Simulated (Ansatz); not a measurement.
The parent structure is SiC in the wurtzite structure (space group P6_3mc, No. 186; a = 3.076 Å, c = 5.048 Å).

Now apply this change: a hydrostatic pressure of 7.5 GPa.

Levels (all Ansatz, a program for electronic structure, PAW): PBEsol (420 eV, scalar-relativistic without spin-orbit coupling); r2SCAN (500 eV, without spin-orbit coupling); HSE06 (420 eV, spin-orbit coupling left out).

One geometry, relaxed with PBEsol, under each level:

```tsv
level	band gap	lowest conduction level above the VBM at special points	electron mass	pressure
PBEsol	2.07 eV	K 2.07 eV; M 2.71 eV; L 3.24 eV; Γ 5.00 eV	0.26 mₑ along c, 0.42 mₑ across (at K)	75.0 kbar
r2SCAN	2.61 eV	K 2.61 eV; M 3.28 eV; L 3.79 eV; Γ 5.64 eV	0.25 mₑ along c, 0.42 mₑ across (at K)	76.0 kbar
HSE06	?	?	–	–
```

**Question.** Give the withheld HSE06 results.

**Answer.** 
- HSE06, band gap: 3.11 eV
- HSE06, lowest conduction level above the VBM at special points: K 3.11 eV; M 3.80 eV; L 4.35 eV; Γ 6.25 eV

Single points use the geometry relaxed with PBEsol. Their cutoffs differ, which shifts pressures a little. The hybrid gap comes from the SCF mesh plus the semilocal run's edge points and a few special points and is an upper bound. Load acts through the strain it causes; cell and atoms are relaxed under it. Masses are band curvatures over ±0.01 Å⁻¹ around the edge. Whether these cells are dynamically stable was not tested. No other phases were tried under pressure.
